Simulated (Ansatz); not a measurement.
Effect of biaxial strain +2.08 %, plane normal [111], relaxed out of plane on KI

The parent structure is KI in the rock salt structure (space group Fm-3m, No. 225; a = 7.006 Å). Axes: x, y, z lie along the cube axes.

Perturbation: biaxial strain +2.08 %, plane normal [111], relaxed out of plane (Cartesian); in-plane vectors clamped, the third vector and the atoms free.

Method: PBEsol, PAW, 420 eV (Ansatz, a first-principles code; no SOC). Settings: 8×8×8 k-points, 0.05 eV Fermi–Dirac smearing.

The volume per atom grows by 0.705 Å³ (42.98 Å³ → 43.68 Å³) and the space group becomes R-3m (No. 166) (base: Fm-3m (No. 225)). The energy grows by 1.6 meV/atom and the pressure (mean of the normal stresses, compression positive) decreases by 0.20 GPa, from 0.01 GPa to -0.19 GPa. The band gap decreases by 0.12 eV (3.87 eV → 3.75 eV) and the gap character stays direct at Γ. The electron mass stays 0.32 mₑ (at Γ) and the valence-band top at Γ (three highest levels, from the VBM) changes from 0.00, 0.00, 0.00 eV to 0.00, -0.11, -0.11 eV. The valley order (the lowest conduction-band minima on the path, energy above the VBM, named in the base's zone) becomes Γ 3.75 eV; X along [001] 4.74 eV (base: Γ 3.87 eV; X along ⟨100⟩ 4.79 eV) and the out-of-plane strain is -2.46 %. The ratio −ε⊥/ε∥ amounts to 1.18 and the mean in-plane stress (compression positive) comes out as -0.3 GPa.

Cost of the whole job for the changed cell (relaxation, final SCF and bands): roughly 40 core-seconds.

Spin-orbit coupling, missing from the scalar runs, can matter with I. Effective masses come from finite differences of ±0.01 Å⁻¹. Whether these cells are dynamically stable was not tested. k-point labels follow each cell's own Brillouin zone.
